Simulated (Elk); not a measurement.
A self-consistent single point of FeSb (P6_3/mmc, 4 atoms in the cell) with Elk

Method of the run: LDA (PW92), all-electron FP-LAPW, Elk's shipped species files, APW+lo basis with extra local orbitals (Elk 10.2.4).

This input was run:

```
tasks
  0

xctype
  3

spinpol
  .true.

reducebf
  0.8

rgkmax
  8.0

gmaxvr
  14.0

nxlo
  2

lorbcnd
  .true.

lmaxi
  2

nempty
  12

stype
  0

swidth
  0.00499791

avec
    7.5868908500    0.0000001143    0.0000000000
   -3.7934455239    6.5704401547    0.0000000000
    0.0000000000    0.0000000000    9.4859716114

atoms
  2   : nspecies
  'Fe.in'   : spfname
  2   : natoms; atposl, bfcmt below
  0.0000000000  0.0000000000  0.0000000000    0.0 0.0 -2.0
  0.0000000000  0.0000000000  0.5000000000    0.0 0.0 -2.0
  'Sb.in'   : spfname
  2   : natoms; atposl, bfcmt below
  0.6666666667  0.3333333333  0.2500000000    0.0 0.0 0.0
  0.3333333333  0.6666666667  0.7500000000    0.0 0.0 0.0

ngridk
  6 6 4
```

Output (repeated stretches shortened):

```
│ Elk code version 10.2.4 │

All units are atomic (Hartree, Bohr, etc.)

│ Ground-state run starting from atomic densities │

Lattice vectors :
   7.586890850      0.1143000000E-06   0.000000000
  -3.793445524       6.570440155       0.000000000
   0.000000000       0.000000000       9.485971611

Unit cell volume      :    472.8682167
Brillouin zone volume :   0.5245652058

Muffin-tin inner radius fraction :   0.1000000000E-01

Nuclei treated as point charges

Species :    1 (Fe)
 parameters loaded from : Fe.in
 name : iron
 nuclear charge    :   -26.00000000
 electronic charge :    26.00000000
 atomic mass :    101799.2074
 muffin-tin radius :    2.339171480
 number of radial points in muffin-tin :    497
 atomic positions (lattice), magnetic fields (Cartesian) :
   1 :   0.00000000  0.00000000  0.00000000    0.00000000  0.00000000 -2.00000000
   2 :   0.00000000  0.00000000  0.50000000    0.00000000  0.00000000 -2.00000000

Species :    2 (Sb)
 parameters loaded from : Sb.in
 name : antimony
 nuclear charge    :   -51.00000000
 electronic charge :    51.00000000
 atomic mass :    221954.9019
 muffin-tin radius :    2.591887596
 number of radial points in muffin-tin :    597
 atomic positions (lattice), magnetic fields (Cartesian) :
   1 :  -0.33333333  0.33333333  0.25000000    0.00000000  0.00000000  0.00000000
   2 :   0.33333333 -0.33333333 -0.25000000    0.00000000  0.00000000  0.00000000

Total number of atoms per unit cell :    4

Spin treatment :
 spin-polarised
 global magnetic field (Cartesian) :    0.000000000       0.000000000       0.000000000
 collinear magnetisation in z-direction

Number of Bravais lattice symmetries :   24
Number of crystal symmetries         :   24
Crystal has inversion symmetry
Real symmetric eigensolver will be used

k-point grid :      6     6     4
k-point offset :    0.000000000       0.000000000       0.000000000
k-point set is reduced with full crystal symmetry group
   [... lines left out ...]
 potential will be trimmed for |G| > 2 gkmax
Constant for pseudocharge density :    9
Radial integration step length :    4

G-vector grid sizes :     35    35    45
Number of G-vectors :    21907

Maximum angular momentum used for
 APW functions                      :    8
 outer part of muffin-tin           :    6
 inner part of muffin-tin           :    2

Total nuclear charge    :   -154.0000000
Total core charge       :    92.00000000
Total valence charge    :    62.00000000
Total excess charge     :    0.000000000
Total electronic charge :    154.0000000

Effective Wigner radius, rₛ :   0.9016616494

Number of empty states         :   48
Total number of valence states :  158
Total number of core states    :   92

Conduction state local-orbitals added automatically
Total number of local-orbitals :  326

Exchange-correlation functional :      3     0     0
 Perdew-Wang/Ceperley-Alder, Phys. Rev. B 45, 13244 (1992)
 gradient requirement :    0
 local density approximation (LDA)

Smearing type :    0
 Gaussian
Smearing width :   0.4997910000E-02
Effective electronic temperature (K) :    1578.215154

Mixing type :    3
 Broyden mixing, J. Phys. A: Math. Gen. 17, L317 (1984)

Kohn-Sham potential initialised from atomic data
│ Self-consistent loop started │
│ Loop number : 1 │
 total energy                :     -15525.3602093
 total moment                :    3.125907758
│ Loop number : 2 │
 total energy                :     -15524.0437025
 total moment                :    3.163337564
RMS change in Kohn-Sham potential (target) :   0.3810863587     (  0.1000000000E-05)
Absolute change in total energy (target)   :    1.316506805     (  0.1000000000E-03)
│ Loop number : 3 │
 total energy                :     -15523.4506065
 total moment                :    3.170208689
RMS change in Kohn-Sham potential (target) :   0.3664342768     (  0.1000000000E-05)
Absolute change in total energy (target)   :   0.9222227557     (  0.1000000000E-03)
│ Loop number : 4 │
 total energy                :     -15517.3037296
 total moment                :    3.056899736
RMS change in Kohn-Sham potential (target) :   0.2837878986     (  0.1000000000E-05)
Absolute change in total energy (target)   :    6.377432525     (  0.1000000000E-03)
│ Loop number : 5 │
 total energy                :     -15504.4719849
   [... lines left out ...]
 total moment                :    2.657063719
RMS change in Kohn-Sham potential (target) :   0.8854215955E-05 (  0.1000000000E-05)
Absolute change in total energy (target)   :   0.2278467600E-03 (  0.1000000000E-03)
│ Loop number : 28 │
 total energy                :     -15497.5379456
 total moment                :    2.646899356
RMS change in Kohn-Sham potential (target) :   0.4121301197E-05 (  0.1000000000E-05)
Absolute change in total energy (target)   :   0.3306348244E-03 (  0.1000000000E-03)
│ Loop number : 29 │
 total energy                :     -15497.5378556
 total moment                :    2.647508280
RMS change in Kohn-Sham potential (target) :   0.1320825069E-05 (  0.1000000000E-05)
Absolute change in total energy (target)   :   0.7260092389E-05 (  0.1000000000E-03)
│ Loop number : 30 │
 total energy                :     -15497.5378520
 total moment                :    2.646380695
RMS change in Kohn-Sham potential (target) :   0.7002501958E-06 (  0.1000000000E-05)
Absolute change in total energy (target)   :   0.5465193681E-05 (  0.1000000000E-03)
Convergence targets achieved

│ Loop number : 31 │

Energies :
 Fermi                       :     0.318211077447
 sum of eigenvalues          :     -9305.42045242
 electron kinetic            :      16241.9480272
 core electron kinetic       :      15664.2866738
 Coulomb                     :     -31301.5814262
 Coulomb potential           :     -24966.8910893
 nuclear-nuclear             :     -1460.67969757
 electron-nuclear            :     -34714.9123679
 Hartree                     :      4874.01063928
 Madelung                    :     -18818.1358815
 xc potential                :     -580.403078244
 xc effective B-field        :    -0.742919634353E-01
 external B-field            :      0.00000000000
 exchange                    :     -423.646565810
 correlation                 :     -14.2578892028
 total energy                :     -15497.5378540
 (external B-field energy excluded from total)

Density of states at Fermi energy :    140.8389792
 (states/Hartree/unit cell)

Estimated indirect band gap :   0.4160828669E-03
 from k-point     13 to k-point     11
Estimated direct band gap   :   0.2512327959E-02
 at k-point     11

Charges :
 core                        :    92.00000000
 valence                     :    62.00000000
 interstitial                :    5.499892483
 muffin-tins (core leakage)
  species :    1 (Fe)
   atom    1                 :    25.09578344     ( -0.1017852469E-11)
   atom    2                 :    25.09578344     ( -0.1017852469E-11)
  species :    2 (Sb)
   atom    1                 :    49.15427032     (  0.8496919484E-03)
   atom    2                 :    49.15427032     (  0.8496919484E-03)
 total in muffin-tins        :    148.5001075
 total calculated charge     :    153.9901044
 total charge                :    154.0000000
 error                       :   0.9895592795E-02

Moments :
 interstitial                :  -0.3324752614E-01
 muffin-tins
  species :    1 (Fe)
   atom    1                 :    1.406372621
   atom    2                 :    1.406372621
  species :    2 (Sb)
   atom    1                 :  -0.6718832713E-01
   atom    2                 :  -0.6718832713E-01
 total in muffin-tins        :    2.678368588
 total moment                :    2.645121062

│ Self-consistent loop stopped │
```

The run converged in 31 iterations. The count includes the last loop, which Elk runs after its targets are met.

The starting cell comes from a database of computed structures (which also holds hypothetical and non-ambient phases and stackings), without a prior relaxation at this level. Spin-orbit coupling is off. The magnetic order is the one reached from the typed start; others were not searched systematically. Values depend on the basis (sphere radii, cutoffs, local orbitals), which need not be converged. The log's line on a gap gives a spacing of levels on this mesh, which the program prints for metals too.

Cost on one core of a shared machine: roughly 3 min.
